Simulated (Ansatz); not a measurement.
Pt: response to strain

Start from Pt in the fcc (Cu type) structure (space group Fm-3m, No. 225; a = 3.8954 Å; relaxed with 0.1 eV smearing).

Strains are applied to the cell and any free atomic positions relax.

The values are results of LDA/PAW in Ansatz (an electronic-structure program), no spin-orbit coupling, not measurements.

Notes on the quantities. energy relative to the base: free energy F.

```
case                       pressure  energy relative to the base  volume per atom
------------------------  ---------  ---------------------------  ---------------
base                        0.0 GPa                   0 meV/atom         14.78 Å³
isotropic strain −3.00 %   35.5 GPa                +130 meV/atom         13.49 Å³
isotropic strain −2.50 %   28.4 GPa                 +88 meV/atom         13.70 Å³
isotropic strain −2.00 %   21.7 GPa                 +55 meV/atom         13.91 Å³
isotropic strain −1.50 %   15.6 GPa                 +30 meV/atom         14.12 Å³
isotropic strain −1.00 %   10.0 GPa                 +13 meV/atom         14.34 Å³
isotropic strain −0.50 %    4.8 GPa                +3.2 meV/atom         14.56 Å³
isotropic strain +0.50 %   -4.4 GPa                +3.1 meV/atom         15.00 Å³
isotropic strain +1.50 %  -12.1 GPa                 +27 meV/atom         15.45 Å³
isotropic strain +3.00 %  -21.3 GPa                +100 meV/atom         16.15 Å³
```

No phonon test of stability was made. All final runs are without spin polarisation. Pt lies near a magnetic instability that expansion can trigger; it was not tested.
